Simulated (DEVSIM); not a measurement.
Structure: illuminated Si p-on-n cell, one wavelength, with a back-surface field, at 400 K.

Layer 1 from the left is Si, thickness (μm) 0.290, Na (cm⁻³) 9.3e17, τn (s) 1.1e-8, τp (s) 5.2e-9, absorption coefficient (cm⁻¹) 3500. Layer 2 from the left is Si, thickness (μm) 74.0, Nd (cm⁻³) 1.2e17, τn (s) 1.2e-7, τp (s) 1.2e-7, absorption coefficient (cm⁻¹) 3500. Layer 3 from the left is Si, thickness (μm) 1.70, Nd (cm⁻³) 2.8e18, τn (s) 1.2e-7, τp (s) 1.2e-7, absorption coefficient (cm⁻¹) 3500.

Left contact: ohmic, minority electron recombination velocity 3e5 cm/s. Right contact: ohmic, minority hole recombination velocity 2000 cm/s. Voltage is applied to the left contact. Recombination: SRH at mid-gap, radiative, Auger. Light enters at the left, 3.6e17 photons cm⁻² s⁻¹, one pass, no reflection. Mobility is constant in doping.

Constants are typed, rounded textbook-type inputs, not results; the design itself was drawn at random and stands for no fabricated device. Values at 300 K; Nc and Nv go as T^1.5, mobilities as T to minus their exponent, the gap by Varshni's rule with the affinity fixed.

Si: gap (eV) 1.124, affinity (eV) 4.05, permittivity 11.7, Nc (cm⁻³) 2.86e19, Nv (cm⁻³) 3.1e19, μn (cm²/Vs) 1417, μp (cm²/Vs) 470, T exponent of μn 2.3, T exponent of μp 2.2, B (cm³/s) 4.7e-15, Cn (cm⁶/s) 2.8e-31, Cp (cm⁶/s) 9.9e-32, Varshni α (eV/K) 0.000473, Varshni β (K) 636.

DEVSIM, 1D drift-diffusion, Boltzmann statistics, complete ionisation; no tunnelling, impact ionisation, image-force lowering or self-heating.

Question: What does the simulation give for the open-circuit voltage, the share of generated pairs collected at short circuit, the potential step across the device at zero bias?

Answer: open-circuit voltage 0.352 V; share of generated pairs collected at short circuit 0.795; potential step across the device at zero bias 0.866 V.
